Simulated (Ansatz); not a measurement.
Results of BLYP (Ansatz, a program for electronic structure, plane waves, PAW) for ZrAl3 (I4/mmm, No. 139).

Run with plane-wave cutoff 520 eV, 20×20×20 k mesh, Fermi–Dirac smearing 0.05 eV, scalar-relativistic PAW data made under PBE.

Properties against volume:

Shape and atoms are relaxed at each volume.

```tsv
V (Å³/atom)	P (GPa)	c (Å)	a (Å)
17.383	3.96	17.319	4.007
17.745	1.87	17.453	4.033
18.107	0.00	17.584	4.059
18.469	-1.69	17.715	4.084
18.831	-3.20	17.846	4.109
```

Note: the bulk modulus comes from volumes at which shape and atoms were relaxed.
